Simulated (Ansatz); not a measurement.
Al: energy against volume

Al (fcc, Fm-3m, 16.173 Å³/atom and stress up to 0.01 GPa in the relaxed cell, cube axes along x, y and z) under hydrostatic pressure, with the cell free. PBEsol in Ansatz, a plane-wave DFT program (PAW, default set), 420 eV, 20×20×20 Γ-centred mesh, Fermi-Dirac smearing 0.05 eV.

Here V stands for volume and E for E less E0.

| volume (Å³/atom) | E less E0 (meV/atom) | pressure (GPa) |
|---|---|---|
| 16.6000 | 2.74 | -1.99 |
| 16.3777 | 0.65 | -0.99 |
| 16.1726 | 0.00 | 0.00 |
| 16.0008 | 0.46 | 0.89 |
| 15.7846 | 2.44 | 2.08 |
| 15.3922 | 10.36 | 4.50 |
| 14.7820 | ? | ? |

Fit E of the 6 rows that show it with the third-order Birch-Murnaghan form, a cubic in V^(-2/3). With u = V^(-2/3) - 0.1572, the rows have u = -0.0035280, -0.0021406, -0.0008324, 0.0002849, 0.0017197, 0.0044092. Least squares gives E = 0.254 + 620.5·u + 377143·u² + 439060·u³. Residuals (row less fit): 0.000, 0.000, 0.001, -0.001, 0.001, 0.000; standard error 0.002 (degrees of freedom: 2). Its minimum lies at u = -0.0008238, so V0 = (0.1563762)^(-3/2) = 16.17. There d²E/du² = 752100 and d³E/du³ = 2634000, so B0 = (4/9) × 16.17^(-7/3) × 752100 × 0.160218 = 81.0 GPa (the last factor turns the table's units into GPa), and B0' = 4 + (2/3) × 0.1563762 × (2634000)/752100 = 4.4. B0' rests on the cubic coefficient alone and has a standard error of 0.1 from these residuals.

Problem. Estimate the missing E (V = 14.7820); what did the run itself give?

Solution. u = 0.0088267, so E = 0.254 + 620.5 × 0.0088267 + 377143 × 0.0088267² + 439060 × 0.0088267³ = 35.416 meV/atom. The calculation gives 35.59 meV/atom, 0.174 meV/atom above the prediction (0.5 % of the range of E in the table). The row lies outside the fitted rows, so this is an extrapolation. The scatter of the fitted rows lies at the last printed digit.

In a metal these values are sensitive to mesh and smearing; energies are taken to zero smearing, stresses follow the free energy. Other structures, which can take over under pressure, weren't tried. The same form fitted to the pressure column gives B0' = 4.6; series where the two differ by over 0.4 aren't shown. Rows are the converged runs of the series near zero and its far end, less any whose ions stayed unrelaxed beside relaxed ones; series whose fitted rows scatter by over a few per cent of the range, as at a crossing or softening among them, aren't shown in this form.
